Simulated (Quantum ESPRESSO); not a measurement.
A self-consistent single point of Ga2S3 (P3m1, 10 atoms in the cell) with Quantum ESPRESSO.

Method: LDA (PZ), GBRV 1.5 ultrasoft (LDA) pseudopotentials (plane waves; Quantum ESPRESSO).

```
Ga2S3
1.0
    3.87656     0.00000     0.00000
   -1.93828     3.35720     0.00000
    0.00000     0.00000    19.11835
Ga S
4 6
Cartesian
  0.00000   0.00000   3.30097
  0.00000   0.00000   9.43395
  0.00000   0.00000  15.68164
  0.00000   2.23813   0.04225
  0.00000   0.00000   0.81157
  0.00000   0.00000   7.20093
  0.00000   0.00000  13.60443
  0.00000   2.23813   3.96648
  0.00000   2.23813  10.39751
  0.00000   2.23813  16.81344
```

Reference input (self-consistent single point, DFT, LDA (PZ), plane waves, GBRV 1.5 ultrasoft (LDA) pseudopotentials): ecutwfc = 50 Ry; ecutrho = 250 Ry; occupations = smearing; smearing = gaussian; degauss = 0.0036749 Ry; potentials = {Ga: ga_lda_v1.4.uspp.F.UPF, S: s_lda_v1.4.uspp.F.UPF}; K_POINTS = automatic 5 5 1 0 0 0; conv_thr = 1e-10 Ry; mixing_beta = 0.7. This run's input differs from it in these lines:

```diff
@@ -15,4 +15,4 @@
  ntyp = 2
- ecutwfc = 50
- ecutrho = 250
+ ecutwfc = 65
+ ecutrho = 325
  occupations = 'smearing'
```

Log, with long lists cut:

```
     Self-consistent Calculation

     iteration #  1     ecut=    65.00 Ry     beta= 0.70

---- Real-time Memory Report at c_bands before calling an iterative solver
           583 MiB given to the printing process from OS
           231 MiB allocation reported by mallinfo(arena+hblkhd)
------------------

     total energy              =   -1760.84207367 Ry
     estimated scf accuracy    <      53.98958410 Ry

     iteration #  2     ecut=    65.00 Ry     beta= 0.70

---- Real-time Memory Report at c_bands before calling an iterative solver
           739 MiB given to the printing process from OS
   [... lines left out ...]

---- Real-time Memory Report at c_bands before calling an iterative solver
           766 MiB given to the printing process from OS
           313 MiB allocation reported by mallinfo(arena+hblkhd)
------------------

     total energy              =   -1804.53614607 Ry
     estimated scf accuracy    <          1.1E-09 Ry

     iteration # 42     ecut=    65.00 Ry     beta= 0.70

---- Real-time Memory Report at c_bands before calling an iterative solver
           766 MiB given to the printing process from OS
           313 MiB allocation reported by mallinfo(arena+hblkhd)
------------------
     End of self-consistent calculation

     the Fermi energy is     4.9878 ev

!    total energy              =   -1804.53614607 Ry
     estimated scf accuracy    <          9.9E-12 Ry
     smearing contrib. (-TS)   =      -0.00189229 Ry
     internal energy E=F+TS    =   -1804.53425378 Ry

     convergence has been achieved in  42 iterations

     Forces acting on atoms (cartesian axes, Ry/au):

     atom    1 type  1   force =     0.00000000    0.00000000   -0.00571516
     atom    2 type  1   force =     0.00000000    0.00000000   -0.00905701
     atom    3 type  1   force =     0.00000000    0.00000000   -0.00013134
     atom    4 type  1   force =     0.00000000   -0.00000000    0.00107078
     atom    5 type  2   force =     0.00000000    0.00000000    0.01056481
   [... lines left out ...]

     Total force =     0.025728     Total SCF correction =     0.000030

          total   stress  (Ry/bohr**3)                   (kbar)     P=      -45.97
  -0.00032163   0.00000000   0.00000000          -47.31        0.00        0.00
   0.00000000  -0.00032163   0.00000000            0.00      -47.31        0.00
   0.00000000   0.00000000  -0.00029428            0.00        0.00      -43.29

   JOB DONE.
```

The run converged in 42 iterations. Against the reference run the free energy drops by 3.9 meV/atom, the pressure hardly changes (-4.58 to -4.60 GPa) and the largest force stays at 0.347 eV/Å. The full log also holds: “c_bands:  4 eigenvalues not converged”.

The starting cell comes from a database of computed structures (which also holds hypothetical and non-ambient phases and stackings), without a prior relaxation at this level. The run gives no clean gap (levels at the Fermi energy touch, overlap or are partly filled at this smearing), which alone does not show that the compound is a metal.

Cost on one core of a shared machine: roughly 10 min.
